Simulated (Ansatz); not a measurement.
A self-consistent single point of Sr₄As₂O (I4/mmm, 7 atoms in the cell) with Ansatz (a program for electronic structure)

Method of the run: LDA (PW92), default PAW files made with PBE (plane waves; Ansatz).

Input as run:

Ansatz 0.2 input:
```yaml
# Sr4As2O
crystal:
  lattice:
    - [-2.43616200, 2.43616200, 8.19895800]
    - [2.43616200, -2.43616200, 8.19895800]
    - [2.43616200, 2.43616200, -8.19895800]
  atoms:
    - { symbol: Sr, position: [0.67331000, 0.67331000, 0.00000000] }
    - { symbol: Sr, position: [0.32669000, 0.32669000, 0.00000000] }
    - { symbol: Sr, position: [0.50000000, 0.00000000, 0.50000000] }
    - { symbol: Sr, position: [0.00000000, 0.50000000, 0.50000000] }
    - { symbol: As, position: [0.86417000, 0.86417000, 0.00000000] }
    - { symbol: As, position: [0.13583000, 0.13583000, 0.00000000] }
    - { symbol: O, position: [0.50000000, 0.50000000, 0.00000000] }
basis:
  ecutwfc: 420.0
kpoints:
  mp_grid:
    grid: [5, 5, 5]
hamiltonian:
  xc: lda
  pseudopotentials:
    kind: paw
scf:
  occupations:
    method: fermi_dirac
    width: 0.02
output:
  forces: true
  eigenvalues: true
  stress: true
```

Output, abridged:

```
WARN ansatz: RAYON_NUM_THREADS=1 ignored (pool sized by the plan → 1); use --threads N
basis.fft_grid_basis auto: the FFT boxes are laid along the combinations [[1, 0, 1], [0, 1, 1], [0, 0, 1]] of the cell's own vectors, 4.872, 4.872 and 8.893 Å …
Pseudopotentials: kind: paw
Pseudopotential: Sr, paw, valence charge 10
Pseudopotential: As, paw, valence charge 15
Pseudopotential: O, paw, valence charge 6
Crystal: 7 atoms, lattice volume = 194.640 Å³
Basis set: ecut = 420 eV, 3783 PW (Γ), FFT grids on a1+a3, a2+a3, a3
Bands: 46, of which v1, the nominal top of the filled ones, is band 38 counted from 1 (37 counted from 0)
Symmetry: 16 space group operations
Space group: I4/mmm (ITA 139), of the structure as read, at distance tolerance 5.8e-5 Å
k-points: 18 of 125
PAW frozen core: Sr, regenerated for the run's functional, and the local potential with it
PAW frozen core: As, regenerated for the run's functional, and the local potential with it
PAW frozen core: O, regenerated for the run's functional, and the local potential with it
Initial density: superposition of atomic densities (neutral atoms: chi_scale 0, normalization atom), corrected by the library's trained network
Initial wavefunctions: pseudopotential atomic-orbital guess
Eigensolver: davidson
Functional: x = slater, c = lda
SCF iter   1: F=—  HF=-23889.130967 eV  |F-HF|=—  |Δ(HF+E_count)|=         —  Δρ=8.72e-3  dr2=1.41e-1  ethr=1.77e-3  ⟨swp⟩=12.0  Hψ=4359  notcnv=0  defer=1
all-band conjugate gradients solve this SCF's bands
preconditioner: auto → Resta (q_TF=auto, 2.333 Å⁻¹)
SCF iter   2: F=—  HF=-23889.109540 eV  |F-HF|=—  |Δ(HF+E_count)|=   2.14e-2  Δρ=5.22e-3  dr2=3.33e-2  ethr=1.85e-4  ⟨swp⟩=2.9  Hψ=1640  notcnv=0  defer=39
SCF iter   3: F=—  HF=-23889.102597 eV  |F-HF|=—  |Δ(HF+E_count)|=   6.94e-3  Δρ=1.73e-3  dr2=3.14e-3  ethr=4.38e-5  ⟨swp⟩=2.5  Hψ=1350  notcnv=0  defer=39
SCF iter   4: F=—  HF=-23889.102105 eV  |F-HF|=—  |Δ(HF+E_count)|=   4.92e-4  Δρ=2.77e-4  dr2=1.13e-4  ethr=4.13e-6  ⟨swp⟩=2.0  Hψ=845  notcnv=0  defer=39
SCF iter   5: F=—  HF=-23889.102094 eV  |F-HF|=—  |Δ(HF+E_count)|=   1.07e-5  Δρ=5.57e-5  dr2=8.08e-6  ethr=1.48e-7  ⟨swp⟩=2.0  Hψ=1395  notcnv=0  defer=39
SCF iter   6: F=—  HF=-23889.102205 eV  |F-HF|=—  |Δ(HF+E_count)|=   1.11e-4  Δρ=2.14e-5  dr2=6.34e-7  ethr=1.06e-8  ⟨swp⟩=2.0  Hψ=1425  notcnv=0  defer=39
SCF iter   7: F=-23889.102205 eV  HF=-23889.102205 eV  |F-HF|=2.71e-8  |Δ(HF+E_count)|=   1.95e-8  Δρ=8.55e-6  dr2=9.53e-8  ethr=1.32e-10  ⟨swp⟩=11.8  Hψ=3993  notcnv=0
SCF 1 converged in 7 iterations: F = -23889.102205 eV  dr2 = 9.53e-8
SCF converged after 7 iterations
Free energy (F): -23889.102205 eV
Harris-Foulkes:  -23889.102205 eV  (|F-HF|=2.71e-8)
Internal energy: -23889.102205 eV  (E = F + TS)
E sigma→0 (E₀):  -23889.102205 eV
Fermi energy:    7.961011 eV
--- Per-component energies (eV) ---
  E_band       = -893.399908
  E_kinetic    = 1363.485436
  E_local      = -7159.653259  (includes V_loc(G=0)·N_el)
  E_nonlocal   = -456.084982
  E_hartree    = 3008.894461
  E_xc         = -917.859650
  E_vxc        = -901.158803  (∫ρ·V_xc dr)
  E_paw        = -14043.404219  (= ΣΔE_a)
  E_vpaw       = 242.217256  (= ΣTr[D̂ρ^β])
  E_aug_tail   = 0.002468  (compensation charges beyond the density's cutoff)
  E_ewald      = -5689.906384
  E_core_change = 5.423923  (= ΣΔE_core)
  E_smearing   = -0.000000  (= −TS)
  E_closure    = 0.000000  (closes the sum)
  Σ components = -23889.102205   (vs F -23889.102205, Δ=0.00e0)
--- Forces (eV/Å), atoms counted from 1 ---
  atom   1  Sr     0.00000000    -0.00000000    -0.05660666
  atom   2  Sr    -0.00000000    -0.00000000     0.05660666
  atom   3  Sr    -0.00000000     0.00000000     0.00000000
  atom   4  Sr    -0.00000000    -0.00000000     0.00000000
  atom   5  As    -0.00000000     0.00000000     0.05741003
  atom   6  As     0.00000000     0.00000000    -0.05741003
  atom   7  O      0.00000000    -0.00000000     0.00000000
  max |Σ_I F_I| component: 6.94e-18 eV/Å
--- Stress (GPa, compression-positive) ---
       -3.725511      -0.000000       0.000000
       -0.000000      -3.725511      -0.000000
        0.000000      -0.000000      -3.520937
  P = ⅓ Tr σ = -3.6573 GPa (-36.573 kbar)
  The stress holds the Pulay correction. Without it, at fixed plane waves, as pw.x and ABINIT print it: P = -3.7521 GPa
--- Band table (eV; the first three rows and the last of 18) ---
  k-point 0: bands = ["-27.6824", "-27.6716", "-26.9263", "-26.7699", "-26.4241", "-26.4241", "-26.4228", "-26.4219", "-26.4080", "-26.4080", "-26.4080", "-26.4080", "-26.4037", "-26.4032", "-10.0646", "-9.7792", "-9.7312", "-9.7312", "-9.7073", [...]
  k-point 1: bands = ["-27.6798", "-27.6727", "-26.8985", "-26.7961", "-26.4241", "-26.4241", "-26.4227", "-26.4222", "-26.4080", "-26.4080", "-26.4077", "-26.4076", "-26.4037", "-26.4033", "-10.6686", "-9.8009", "-9.7538", "-9.7104", "-9.6915", [...]
  k-point 2: bands = ["-27.6758", "-27.6746", "-26.8528", "-26.8379", "-26.4240", "-26.4240", "-26.4226", "-26.4226", "-26.4080", "-26.4080", "-26.4070", "-26.4069", "-26.4036", "-26.4034", "-11.2947", "-9.7909", "-9.7631", "-9.7588", "-9.6912", [...]
  k-point 17: bands = ["-27.6800", "-27.6732", "-26.9111", "-26.7845", "-26.4241", "-26.4241", "-26.4227", "-26.4221", "-26.4081", "-26.4080", "-26.4080", "-26.4076", "-26.4036", "-26.4033", "-10.3712", "-9.7997", "-9.7610", "-9.7480", "-9.7043", [...]
```

The run converged in 7 iterations.

The starting cell comes from a database of computed structures (which also holds hypothetical and non-ambient phases and stackings), without a prior relaxation at this level. Its lattice was rescaled by up to half a per cent. With a pressure of about -4 GPa the cell is away from its equilibrium volume at this level. Ansatz's pressure includes its estimate of the finite-basis (Pulay) stress.
